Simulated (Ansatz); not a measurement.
hcp Tb, treated with PBE (Ansatz, a quantum-chemistry and plane-wave program, plane waves, PAW).

Numerical settings: plane-wave cutoff 520 eV, 18×18×10 k mesh (along the axes of the cell as run), Fermi–Dirac smearing 0.05 eV, spin-polarised with parallel moments, scalar-relativistic PAW data made under PBE.

Starting structure:

```xyz
2
Lattice="3.6000 0.0000 0.0000 -1.8000 3.1177 0.0000 0.0000 0.0000 5.6900" Properties=species:S:1:pos:R:3 pbc="T T T"
Tb     1.8000     1.0392     4.2675
Tb     0.0000     2.0785     1.4225
```

Question: Into what structure does the relaxation of cell and atoms lead at this level, with the symmetry of the start kept?

Answer: The volume increases by 1.2 %; final space group P6_3/mmc.
```xyz
2
Lattice="3.5954 0.0000 0.0000 -1.7977 3.1137 0.0000 0.0000 0.0000 5.7734" Properties=species:S:1:pos:R:3 pbc="T T T"
Tb     1.7977     1.0379     4.3301
Tb     0.0000     2.0758     1.4434
```

Note: the 4f shell is treated without U or exact exchange, so its levels and filling can be wrong; the collinear magnetic order is the start's and need not be the measured one.
